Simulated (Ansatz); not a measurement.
## Pressure series in MgF2

Consider MgF₂ in the rutile structure (space group P4_2/mnm, No. 136; a = 4.699 Å, c = 3.094 Å).

Cell and atoms are relaxed at each pressure.

Method: PBE (Ansatz, a program for electronic structure, PAW, without spin-orbit coupling), earlier PAW set.

Notes on the quantities. enthalpy: H = E + PV relative to the base's energy.

```csv
change,density,band gap,shortest interatomic distance,enthalpy
base,3.03 g/cm³,6.83 eV,2.018 Å,–
pressure −2 GPa,2.96 g/cm³,6.68 eV,2.036 Å,-0.14 eV/atom
pressure −1 GPa,2.99 g/cm³,6.76 eV,2.028 Å,-0.07 eV/atom
pressure 3 GPa,3.12 g/cm³,7.03 eV,1.991 Å,+0.21 eV/atom
pressure 7 GPa,3.24 g/cm³,7.27 eV,1.962 Å,+0.48 eV/atom
pressure 15 GPa,3.43 g/cm³,7.69 eV,1.917 Å,+1.00 eV/atom
pressure 30 GPa,3.73 g/cm³,8.32 eV,1.858 Å,+1.90 eV/atom
pressure 50 GPa,4.05 g/cm³,8.98 eV,1.804 Å,+3.00 eV/atom
pressure 75 GPa,4.37 g/cm³,9.63 eV,1.755 Å,+4.28 eV/atom
pressure 100 GPa,4.65 g/cm³,10.17 eV,1.717 Å,+5.47 eV/atom
```

Load acts through the strain it causes; cell and atoms are relaxed under it. Stability against distortions was not tested. No other phases were tried under pressure.
